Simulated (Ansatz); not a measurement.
Consider HfO$_{2}$ in the fluorite structure (space group Fm-3m, No. 225; a = 5.0981 Å).

Now apply this change: every lattice vector is shortened by 3.94 %, atoms relaxed at fixed cell.

Method: Ansatz (an electronic-structure program) PBE, scalar-relativistic without spin-orbit coupling, earlier PAW set.

Base, band edges from the VBM (valence, conduction): X 0.00, 3.75; W -0.20, 4.75; L -1.82, 4.55; Γ -0.61, 3.85; K -0.33, 4.27; U -0.33, 4.27 eV.

Give the band edges at the high-symmetry points of the new zone, measured from its valence-band maximum.


| point | valence edge (eV) | conduction edge (eV) |
|---|---|---|
| Γ | -0.67 | 4.09 |
| X | 0.00 | 4.03 |
| U | -0.38 | 4.63 |
| K | -0.38 | 4.63 |
| L | -1.96 | 4.95 |
| W | -0.24 | 5.19 |

The gap is 4.03 eV, direct at X.

Spin-orbit coupling, missing from the scalar runs, can matter with Hf. The cells carry an imposed strain or load. Stability against distortions was not tested. This is not the structure that HfO2 has at room temperature and ambient pressure.
